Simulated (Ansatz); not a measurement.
Base system: Zr in the hcp (Mg type) structure (space group P6_3/mmc, No. 194; a = 3.2304 Å, c = 5.1788 Å; relaxed with 0.1 eV smearing).

Method: Ansatz (an electronic-structure program), PBE, PAW, cutoff 420 eV, no SOC.

For the base:

```
Item       Result
--------  -------
Pressure  0.0 GPa
Band gap     zero
```

Perturbation: every lattice vector is shortened by 0.50 %, atoms relaxed at fixed cell.

### Question
Predict the new energy relative to the base.

### Answer
The energy grows by 1.5 meV/atom.

### Question
Estimate the effect on the pressure.

### Answer
The pressure (mean of the normal stresses, compression positive) goes from zero to 1.4 GPa.

### Question
Predict the new band gap.

### Answer
The band gap stays zero.

The cells carry an imposed strain or load. Stability against distortions was not tested. All final runs are without spin polarisation.
